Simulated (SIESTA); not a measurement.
# Input and output of a self-consistent single point for CaC₂ (Pnnm, 6 atoms in the cell) (SIESTA)

Method: LDA PW92, numerical atomic orbitals TZP, PseudoDojo LDA standard norm-conserving potentials (rewritten from UPF to PSML) in SIESTA.

Input as run:

```
# files in the folder: Ca.psml C.psml (PseudoDojo LDA standard)
SystemName  CaC2
SystemLabel siesta

NumberOfAtoms                6
NumberOfSpecies              2
%block ChemicalSpeciesLabel
  1 20 Ca
  2 6 C
%endblock ChemicalSpeciesLabel
LatticeConstant              1.0 Ang
%block LatticeVectors
     4.407230000    0.000000000    0.000000000
     0.000000000    5.904350000    0.000000000
     0.000000000    0.000000000    3.897340000
%endblock LatticeVectors
AtomicCoordinatesFormat      Ang
%block AtomicCoordinatesAndAtomicSpecies
     0.000000000    0.000000000    0.000000000  1
     2.203615000    2.952175000    1.948670000  1
     3.907714552    3.332828445    0.000000000  2
     0.499515448    2.571521555    0.000000000  2
     1.704099552    5.523696555    1.948670000  2
     2.703130448    0.380653444    1.948670000  2
%endblock AtomicCoordinatesAndAtomicSpecies

XC.functional                LDA
XC.authors                   PW92
PAO.BasisSize                TZP
PAO.EnergyShift              0.01 Ry
MeshCutoff                   350 Ry
%block kgrid.MonkhorstPack
    4   0   0  0.0
    0   3   0  0.0
    0   0   5  0.0
%endblock kgrid.MonkhorstPack
OccupationFunction           FD
ElectronicTemperature        10 K

MaxSCFIterations             150
SCF.Mixer.Method             Pulay
SCF.Mixer.Weight             0.1
SCF.Mixer.History            8
SCF.DM.Tolerance             1.0E-04
Diag.ParallelOverK           true
WriteForces                  true
Charge.Mulliken              end
```

Output (repeated stretches shortened):

```
reinit: Reading from file input.fdf

reinit: System Name: CaC2
reinit: System Label: siesta

coor:   Atomic-coordinates input format  =     Cartesian coordinates
coor:                                          (in Angstroms)

siesta: Atomic coordinates (Bohr) and species
siesta:      0.00000   0.00000   0.00000  1        1
siesta:      4.16423   5.57880   3.68245  1        2
siesta:      7.38451   6.29813   0.00000  2        3
siesta:      0.94395   4.85947   0.00000  2        4
siesta:      3.22028  10.43827   3.68245  2        5
siesta:      5.10818   0.71933   3.68245  2        6

siesta: System type = bulk

initatomlists: Number of atoms, orbitals, and projectors:      6    88    68

siesta: ******************** Simulation parameters ****************************
redata: Spin configuration                          = none
redata: Time-Reversal Symmetry                      = T
redata: Number of Atomic Species                    =        2
redata: Mesh Cutoff                                 =   350.0000 Ry
redata: Net charge of the system                    =     0.0000 |e|
redata: Min. number of SCF Iter                     =        0
redata: Max. number of SCF Iter                     =      150
redata: SCF convergence failure will abort job
redata: SCF mix quantity                            = Hamiltonian
redata: Mix DM or H after convergence               =   F
redata: Recompute H after scf cycle                 =   F
redata: Mix DM in first SCF step                    =   T
redata: No kicks to SCF
redata: DM Mixing Weight for Kicks                  =     0.5000
redata: Require Harris convergence for SCF          =   F
redata: Harris energy tolerance for SCF             =     0.000100 eV
redata: Require DM convergence for SCF              =   T
redata: DM tolerance for SCF                        =     0.000100
redata: Require EDM convergence for SCF             =   F
   [... lines left out ...]
diag: Parallel distribution                         =     1 x     1
diag: Used triangular part                          = Lower
diag: Absolute tolerance                            =  0.100E-15
diag: Orthogonalization factor                      =  0.100E-05
diag: Memory factor                                 =  1.0000

superc: Internal auxiliary supercell:     5 x     5 x     5  =     125
superc: Number of atoms, orbitals, and projectors:    750  11000   8500

                        Single-point calculation

superc: Internal auxiliary supercell:     5 x     5 x     5  =     125
superc: Number of atoms, orbitals, and projectors:    750  11000   8500

outcell: Unit cell vectors (Ang):
        4.407230    0.000000    0.000000
        0.000000    5.904350    0.000000
        0.000000    0.000000    3.897340

outcell: Cell vector modules (Ang)   :    4.407230    5.904350    3.897340
outcell: Cell angles (23,13,12) (deg):     90.0000     90.0000     90.0000
outcell: Cell volume (Ang**3)        :    101.4159
new_DM -- step:     1
Initializing Density Matrix...

Attempting to read DM from file... Failed...
DM filled with atomic data:

InitMesh: MESH = 50 x 72 x 48 = 172800
InitMesh: Mesh cutoff (required, used) =   350.000   355.722 Ry

stepf: Fermi-Dirac step function
        iscf     Eharris(eV)        E_KS(eV)     FreeEng(eV)     dDmax    Ef(eV) dHmax(eV)
   scf:    1    -2745.947699    -2752.168692    -2752.168692  1.478774 -5.857308  5.941669
   scf:    2    -2754.663404    -2753.452556    -2753.452556  0.056684 -6.209624  4.735580
   scf:    3    -2756.722021    -2755.755535    -2755.755535  0.295860 -4.850512  0.506286
   scf:    4    -2755.504766    -2755.672457    -2755.672457  0.074551 -4.816251  0.987550
   scf:    5    -2755.834977    -2755.768682    -2755.768682  0.053981 -5.219907  0.264019
   scf:    6    -2755.778344    -2755.775733    -2755.775733  0.017833 -5.232898  0.024468
   scf:    7    -2755.775756    -2755.775744    -2755.775744  0.000188 -5.230661  0.020612
   scf:    8    -2755.775805    -2755.775785    -2755.775785  0.001253 -5.217654  0.002770
   scf:    9    -2755.775784    -2755.775785    -2755.775785  0.000112 -5.217560  0.003258
   scf:   10    -2755.775785    -2755.775785    -2755.775785  0.000176 -5.219443  0.000373
   scf:   11    -2755.775785    -2755.775785    -2755.775785  0.000022 -5.219457  0.000024
SCF Convergence by DM+H criterion
max |DM_out - DM_in|         :     0.0000215092
max |H_out - H_in|      (eV) :     0.0000240573
SCF cycle converged after 11 iterations

Using DM_out to compute the final energy and forces

siesta: E_KS(eV) =            -2755.7758

siesta: E_KS - E_eggbox =     -2755.7758

siesta: Atomic forces (eV/Ang):
     1    0.000000   -0.000000   -0.000000
     2    0.000000    0.000000   -0.000000
     3   -0.917307    0.691761    0.000000
     4    0.917307   -0.691761    0.000000
     5   -0.917307   -0.691761    0.000000
     6    0.917307    0.691761    0.000000
   Tot    0.000000    0.000000    0.000000
   Max    0.917307
   Res    0.541600    sqrt( Sum f_i^2 / 3N )
   Max    0.917307    constrained

Stress tensor Voigt[x,y,z,yz,xz,xy] (kbar):      -21.08      -15.71       -4.33       -0.00       -0.00       -0.00
(Free)E + p*V (eV/cell)    -2754.9082
Target enthalpy (eV/cell)    -2755.7758

siesta: Program's energy decomposition (eV):
siesta: Ebs     =      -748.447792
siesta: Eions   =      4427.944313
siesta: Ena     =       987.378657
siesta: Ekin    =      1135.365668
siesta: Enl     =       157.128525
siesta: Eso     =         0.000000
siesta: Edftu   =         0.000000
siesta: DEna    =         8.721439
siesta: DUscf   =         2.845363
siesta: DUext   =         0.000000
siesta: Ex      =      -552.159788
siesta: Ec      =       -67.111337
siesta: Exc     =      -619.271124
siesta: Eharris =     -2755.775785
siesta: Etot    =     -2755.775785
siesta: FreeEng =     -2755.775785

siesta: Atomic forces (eV/Ang):
siesta:      1    0.000000   -0.000000   -0.000000
siesta:      2    0.000000    0.000000   -0.000000
siesta:      3   -0.917307    0.691761    0.000000
siesta:      4    0.917307   -0.691761    0.000000
siesta:      5   -0.917307   -0.691761    0.000000
siesta:      6    0.917307    0.691761    0.000000
siesta: ----------------------------------------
siesta:    Tot    0.000000    0.000000    0.000000

siesta: Stress tensor (static) (eV/Ang**3):
siesta:    -0.013155   -0.000000   -0.000000
siesta:    -0.000000   -0.009806   -0.000000
siesta:    -0.000000   -0.000000   -0.002702

   [... lines left out ...]
siesta: Cell volume =        101.415913 Ang**3
siesta:          13.70554404         41.30511302  kBar
   [... lines left out ...]
              0.358   0.296
   2  9.560   1.960   0.789  -0.032  -0.099   1.980   1.975   1.985   0.350
              0.358   0.296

Species: C
Atom  Qatom  Qorb
               2s      2s      2s      2py     2pz     2px     2py     2pz
               2px     2py     2pz     2px     3Pdxy   3Pdyz   3Pdz2   3Pdxz
               3Pdx2-y2
   3  4.220   0.965   0.250   0.072   0.829   0.651   0.994   0.244   0.127
              0.319  -0.108   0.060  -0.248   0.009   0.011   0.004   0.018

              0.023
   4  4.220   0.965   0.250   0.072   0.829   0.651   0.994   0.244   0.127
              0.319  -0.108   0.060  -0.248   0.009   0.011   0.004   0.018

              0.023
   5  4.220   0.965   0.250   0.072   0.829   0.651   0.994   0.244   0.127
              0.319  -0.108   0.060  -0.248   0.009   0.011   0.004   0.018

              0.023
   6  4.220   0.965   0.250   0.072   0.829   0.651   0.994   0.244   0.127
              0.319  -0.108   0.060  -0.248   0.009   0.011   0.004   0.018

              0.023

mulliken: Qtot =       36.000

Mulliken Atomic Populations:
Atom #   charge [q] valence [e]  Species
     1     0.440259    9.559741  Ca
     2     0.440259    9.559741  Ca
     3    -0.220130    4.220130  C
     4    -0.220130    4.220130  C
     5    -0.220130    4.220130  C
     6    -0.220130    4.220130  C
 Total    -0.000000
```

The run converged in 11 iterations.

The starting cell comes from a database of computed structures (which also holds hypothetical and non-ambient phases and stackings), without a prior relaxation at this level. Values carry the incompleteness of an atom-centred basis. Forces in this geometry exceed 1 eV/Å.
